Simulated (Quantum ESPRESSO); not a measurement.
Quantum ESPRESSO run on BePd (P4mm, 2 atoms in the cell): self-consistent single point.

Computed with PBEsol, GBRV 1.5 ultrasoft (PBESOL) pseudopotentials (plane waves; Quantum ESPRESSO 7.5).

```
BePd
1.0
    2.80321     0.00000     0.00000
    0.00000     2.80321     0.00000
    0.00000     0.00000     2.80321
Be Pd
1 1
Direct
  0.00000   0.00000   0.01784
  0.50000   0.50000   0.50000
```

Reference input (self-consistent single point, DFT, PBEsol, plane waves, GBRV 1.5 ultrasoft (PBESOL) pseudopotentials): ecutwfc = 40 Ry; ecutrho = 320 Ry; occupations = smearing; smearing = fermi-dirac; degauss = 0.0073499 Ry; potentials = {Be: be_pbesol_v1.4.uspp.F.UPF, Pd: pd_pbesol_v1.4.uspp.F.UPF}; K_POINTS = automatic 10 10 10 0 0 0; conv_thr = 1e-10 Ry. This run's input differs from it in these lines:

```diff
@@ -29,3 +29,3 @@
 K_POINTS {automatic}
-10 10 10  0 0 0
+9 9 9  1 1 1
```

Output, abridged:

```
     Self-consistent Calculation

     iteration #  1     ecut=    40.00 Ry     beta= 0.70

     negative rho (up, down):  7.560E-02 0.000E+00

     total energy              =    -225.20507498 Ry
     estimated scf accuracy    <       2.78428184 Ry

     iteration #  2     ecut=    40.00 Ry     beta= 0.70

     negative rho (up, down):  7.871E-02 0.000E+00

     total energy              =    -226.24038257 Ry
     estimated scf accuracy    <       4.71092090 Ry

     iteration #  3     ecut=    40.00 Ry     beta= 0.70

     negative rho (up, down):  7.897E-02 0.000E+00

     total energy              =    -226.82437150 Ry
     estimated scf accuracy    <       0.11758819 Ry

   [... 5 blocks of this kind left out ...]

     iteration #  9     ecut=    40.00 Ry     beta= 0.70

     negative rho (up, down):  7.940E-02 0.000E+00

     total energy              =    -226.83121882 Ry
     estimated scf accuracy    <          9.0E-10 Ry

     iteration # 10     ecut=    40.00 Ry     beta= 0.70

     negative rho (up, down):  7.940E-02 0.000E+00
     End of self-consistent calculation

     the Fermi energy is    16.4889 ev

!    total energy              =    -226.83121882 Ry
     estimated scf accuracy    <          5.3E-11 Ry
     smearing contrib. (-TS)   =      -0.00180404 Ry
     internal energy E=F+TS    =    -226.82941478 Ry

     convergence has been achieved in  10 iterations

     negative rho (up, down):  7.940E-02 0.000E+00

     Forces acting on atoms (cartesian axes, Ry/au):

     atom    1 type  1   force =     0.00000000    0.00000000   -0.00839588
     atom    2 type  2   force =     0.00000000    0.00000000    0.00839588

     Total force =     0.011874     Total SCF correction =     0.000000

     negative rho (up, down):  7.940E-02 0.000E+00
          total   stress  (Ry/bohr**3)                   (kbar)     P=       -5.26
  -0.00003210   0.00000000   0.00000000           -4.72        0.00        0.00
   0.00000000  -0.00003210   0.00000000            0.00       -4.72        0.00
   0.00000000   0.00000000  -0.00004300            0.00        0.00       -6.33

   JOB DONE.
```

The run converged in 10 iterations. Against the reference run the free energy rises by 3.0 meV/atom, the pressure goes from -0.36 to -0.53 GPa and the largest force moves little (0.219 to 0.216 eV/Å).

The starting cell comes from a database of computed structures (which also holds hypothetical and non-ambient phases and stackings), without a prior relaxation at this level. Its lattice was rescaled by up to half a per cent. One atom was moved a little off its site on purpose. Spin polarisation is off.
